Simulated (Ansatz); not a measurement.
For ZrO (model structure, P-62m, No. 189, 6 atoms in the cell), PBEsol in Ansatz (PAW) gives:

- lattice parameter a = 5.253 Å
- c axis length = 3.160 Å
- bulk modulus B0 = 214 GPa
- cohesive energy = 7.88 eV/atom

Q: What does r²SCAN (Ansatz, an electronic-structure program, plane waves, PAW) give for the same quantities?

A: 
- lattice constant a: 5.283 Å (increases by 0.6 %)
- lattice parameter c: 3.194 Å (goes up by 1.1 %)
- bulk modulus: 210 GPa (falls by 1.9 %)
- cohesive energy: 7.17 eV/atom (drops by 0.71 eV/atom)

Changes are worked out from the printed values.

Unless a cell is named, each level is at its own relaxed cell (PBEsol 12.59, r²SCAN 12.87 Å³/atom).

Caveats: the bulk modulus is −V dP/dV from two relaxed cells at ±2 % in volume (PBEsol, r²SCAN). Ansatz's density-functional and Hartree–Fock values are scalar-relativistic unless marked +SOC, with PAW data made under PBE.

A model structure was made by putting elements into a prototype or built by hand; it is no filed structure, need not be a known phase, and can be a saddle point held by its symmetry.
